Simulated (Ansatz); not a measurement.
Pt: strain tensor (xx, yy, zz, yz, xz, xy) = (−0.54, +1.53, +0.24, +0.21, −0.21, +0.39) %

Consider Pt in the fcc (Cu type) structure (space group Fm-3m, No. 225; a = 3.9418 Å; relaxed with 0.1 eV smearing). Axes: x, y, z lie along the cube axes.

It is then changed as follows: the symmetric strain tensor [-0.0054 0.0038 -0.0020; 0.0038 0.0153 0.0021; -0.0020 0.0021 0.0024]; the atoms relax in the strained cell.

All numbers come from r2SCAN (Ansatz, a quantum-chemistry and plane-wave program), no spin-orbit coupling. Settings: 29×29×29 k-points, 0.1 eV Fermi–Dirac smearing.

| quantity | base | changed | shift |
|---|---|---|---|
| volume per atom | 15.31 Å³ | 15.50 Å³ | +0.19 Å³ |
| shortest interatomic distance | 2.787 Å | 2.777 Å | -0.010 Å |
| energy relative to the base (free energy F) | 0 meV/atom | +3.1 meV/atom | +3.1 meV/atom |
| pressure (mean of the normal stresses, compression positive) | 0.0 GPa | -3.1 GPa | -3.1 GPa |
| band gap | zero | zero | – |
| stress (xx, yy, zz, yz, xz, xy; compression positive) | – | (-2.3, -4.1, -2.9, -0.2, 0.3, -0.5) GPa | – |

Final structure:

```yaml
crystal:
  lattice:
    - [0.00355, 2.00518, 1.97975]
    - [1.95620, 0.01173, 1.97157]
    - [1.96783, 2.00863, 0.00010]
  atoms:
    - { symbol: Pt, position: [0.00000, 0.00000, 0.00000] }
```

Cost of the whole job for the changed cell (relaxation, final SCF and bands): about 9 core-minutes (a rough figure).

Stability against distortions was not tested. All final runs are without spin polarisation.
